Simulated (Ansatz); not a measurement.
Base system: MgO in the rock salt structure (space group Fm-3m, No. 225; a = 4.254 Å).

The same geometry is solved again with PBE+SOC.

Levels (all Ansatz, a program for electronic structure, PAW): PBE+SOC (420 eV, spin-orbit coupling included); PBE (420 eV, spin-orbit coupling left out).

Base, band edges from the VBM (valence, conduction): X -1.30, 9.11; W -1.71, 11.46; L -0.62, 7.73; Γ 0.00, 4.46; K -1.10, 9.96; U -1.10, 9.96 eV.

Task: Give the band edges at the high-symmetry points of the new zone, measured from its valence-band maximum.

Result: 
```csv
point,valence edge (eV),conduction edge (eV)
Γ,0.00,4.45
X,-1.30,9.09
U,-1.11,9.95
K,-1.11,9.95
L,-0.62,7.72
W,-1.72,11.44
```

The gap is 4.45 eV, direct at Γ.

Single points use the geometry relaxed with PBE. Differences between runs with and without spin-orbit coupling are approximate. Stability against distortions was not tested.
